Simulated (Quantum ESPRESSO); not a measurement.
**Equation of state of zinc-blende InP (space group 216): energy against volume (Quantum ESPRESSO, LDA)**

```xyz
2
Lattice="0.0000 2.8208 2.8208 2.8208 0.0000 2.8208 2.8208 2.8208 0.0000" Properties=species:S:1:pos:R:3 pbc="T T T"
In     0.0000     0.0000     0.0000
P      4.2313     4.2313     4.2313
```

Method of the run: LDA (PZ), GBRV 1.5 ultrasoft (LDA) pseudopotentials (plane waves; Quantum ESPRESSO). Settings: ecutwfc = 52 Ry; ecutrho = 260 Ry; occupations = smearing; smearing = fd; degauss = 0.000734986 Ry; potentials = {In: in_lda_v1.4.uspp.F.UPF, P: p_lda_v1.5.uspp.F.UPF}; K_POINTS = automatic 10 10 10 0 0 0; conv_thr = 1e-10 Ry; mixing_beta = 0.7. The cell above is the first row's. The rows scale it uniformly. In all rows fractional positions and the k mesh are held. E is the free energy at the stated smearing, counted from the lowest row.

```csv
V (Å^3/atom),E (meV/atom)
22.446,54.87
22.934,32.37
23.422,16.23
23.910,5.89
24.398,0.63
24.886,0.00
25.374,3.47
25.862,10.66
26.350,?
```

Fit E of the 8 rows that show it with the third-order Birch-Murnaghan form, a cubic in V^(-2/3). With u = V^(-2/3) - 0.120, the rows have u = 0.005673, 0.003883, 0.002157, 0.000489, -0.001123, -0.002682, -0.004191, -0.005653. Least squares gives E = 3.792 + 3821.8·u + 902238·u² + 1997327·u³. Residuals (row less fit): -0.004, 0.017, -0.023, 0.013, -0.005, 0.007, -0.005, 0.001; standard error 0.017 (degrees of freedom: 4). Its minimum lies at u = -0.002133, so V0 = (0.117867)^(-3/2) = 24.71. There d²E/du² = 1779000 and d³E/du³ = 1.198e7, so B0 = (4/9) × 24.71^(-7/3) × 1779000 × 0.160218 = 71.2 GPa (the last factor turns the table's units into GPa), and B0' = 4 + (2/3) × 0.117867 × (1.198e7)/1779000 = 4.5. The program's pressures in the fitted runs (not shown) pass through zero at V = 24.70, 0.03 % from this V0.

### Question
Predict the withheld E at V = 26.350 from the fit, and compare with the calculation.

### Answer
u = -0.007069, so E = 3.792 + 3821.8 × (-0.007069) + 902238 × (-0.007069)² + 1997327 × (-0.007069)³ = 21.156 meV/atom. The calculation gives 21.08 meV/atom, 0.076 meV/atom below the prediction (0.1 % of the range of E in the table). The row lies outside the fitted rows, so this is an extrapolation. From the scatter of the fitted rows alone, a prediction at this place has a standard error of 0.041 meV/atom, so the miss is 1.9 times that.

Carrying the step between the two nearest rows on in a straight line would have given 17.85, off by 3.23; series whose last step already gives the withheld value aren't shown. The scan was laid around a cell of about the measured size, scaled by a guess for this functional. The runs keep the symmetry of the cell, so they don't test it for distortions. Cutoffs and mesh are single choices, not tested for convergence of this quantity. Series with a scatter that would blur these digits, or in which a gap closes, are not shown. Nor are scans whose minimum lies at an end fitted in this form.
